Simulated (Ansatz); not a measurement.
The parent structure is CdI$_{2}$ in the CdI2 type structure (space group P-3m1, No. 164; a = 4.1526 Å, c = 6.5535 Å; layered, stacked along the Cartesian z axis). Axes: x lies along a and z along c of the hexagonal cell.

Method: DFT with PBEsol-D3(BJ), PAW potentials and a 420 eV plane-wave cutoff in Ansatz (an electronic-structure program), no spin-orbit coupling, earlier PAW set.

Before the change:

| Quantity | Result |
|---|---|
| Pressure | -0.01 GPa |

Now apply this change: tensile biaxial strain of 4.29 % in the plane normal to [001], as in epitaxy on a mismatched substrate; the out-of-plane cell vector and the atoms relax.

Task: What happens to the pressure?

Result: The pressure (mean of the normal stresses, compression positive) decreases by 1.35 GPa to -1.36 GPa.

Task: How does this affect the ratio −ε⊥/ε∥?

Result: The ratio −ε⊥/ε∥ is 0.92.

Whether these cells are dynamically stable was not tested.
